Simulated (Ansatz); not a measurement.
Base system: YN in the rock salt structure (space group Fm-3m, No. 225; a = 4.896 Å).

Perturbation: every lattice vector is shortened by 1.50 %, atoms relaxed at fixed cell.

Method: r2SCAN (Ansatz, a first-principles code), without spin-orbit coupling.

Base, band edges from the VBM (valence, conduction): X -0.40, 0.58; W -1.53, 4.44; L -2.28, 6.21; Γ 0.00, 3.56; K -1.34, 2.86; U -1.34, 2.86 eV.

Task: Give the band edges at the high-symmetry points of the new zone, measured from its valence-band maximum.

Result: 
```tsv
point	valence edge (eV)	conduction edge (eV)
Γ	0.00	3.63
X	-0.36	0.50
U	-1.38	2.90
K	-1.38	2.90
L	-2.41	6.46
W	-1.50	4.56
```

The gap is 0.50 eV, indirect, Γ → X.

The cells carry an imposed strain or load. No phonon test of stability was made.
